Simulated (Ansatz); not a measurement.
The parent structure is Ti in the hcp (Mg type) structure (space group P6_3/mmc, No. 194; a = 2.937 Å, c = 4.641 Å; relaxed with 0.1 eV smearing). Axes: x lies along a and z along c of the hexagonal cell.

Method: DFT with r2SCAN, PAW potentials and a 500 eV plane-wave cutoff in Ansatz (an electronic-structure program), no spin-orbit coupling, earlier PAW set.

For the base:

The pressure is 0.0 GPa.

The change: compressive biaxial strain of 1.23 % in the plane normal to [001], as in epitaxy on a mismatched substrate; the out-of-plane cell vector and the atoms relax.

### Question
What does the calculation give for the out-of-plane strain after the change?

### Answer
The out-of-plane strain amounts to +0.97 %.

### Question
How does this affect the pressure?

### Answer
The pressure (mean of the normal stresses, compression positive) goes from zero to 1.8 GPa.

Stability against distortions was not tested. The final runs are not spin-polarised.
